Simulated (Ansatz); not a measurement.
Cl on the 1x1 (0001) surface of hcp Co, ferromagnetic, one in a 3x3 cell, energies for each (48.4 Å²). Energies are against ½ Cl2(g), without zero-point or thermal terms; each row is named by its start.

The numbers are results of PBE (plane waves to 420 eV, PAW; Ansatz, an electronic-structure program), not measurements.

Set-up: 37 atoms, 6.0 Å thick at the start under the adsorbate (thin: gaps and levels are the slab's own); mesh 5x5x1; 0.1 eV smearing; dipole correction on; 18 atoms held, the rest relaxed; each run with such symmetry as its start has; spin-polarised, no spin-orbit, no U, no dispersion correction.

A negative adsorption energy means that the adsorbate is more stable on the surface than in its reference. Heights count from the host atoms within 0.3 Å of the top one.

```csv
starting site,E_ads (eV),height (Å),nearest host atom (Å),bonded to,Δ work function (eV),lateral drift (Å),moment (μB)
top Co,-1.58,2.23,Co 2.17,Co,0.50,0.0,61.1
hollow Co-Co-Co,-2.13,1.87,Co 2.33,3 Co,-0.05,0.0,60.9
hollow Co-Co-Co over Co at depth 2.0 Å,-2.15,1.87,Co 2.34,3 Co,-0.03,0.0,61.0
```
